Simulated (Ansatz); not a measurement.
Take MgTe in the wurtzite structure (space group P6_3mc, No. 186; a = 4.509 Å, c = 7.338 Å) as the base.

Calculations: Ansatz (a quantum-chemistry and plane-wave program) LDA, scalar-relativistic without spin-orbit coupling.

For the base:

- Pressure: 0.00 GPa

Modification: the cell is scaled by 1.0060 in all directions; the atoms relax in the strained cell.

### Question
Estimate the effect on the energy relative to the base.

### Answer
The energy goes up by 1.2 meV/atom.

### Question
What does the calculation give for the pressure after the change?

### Answer
The pressure (mean of the normal stresses, compression positive) goes from zero to -0.66 GPa.

Stability against distortions was not tested.
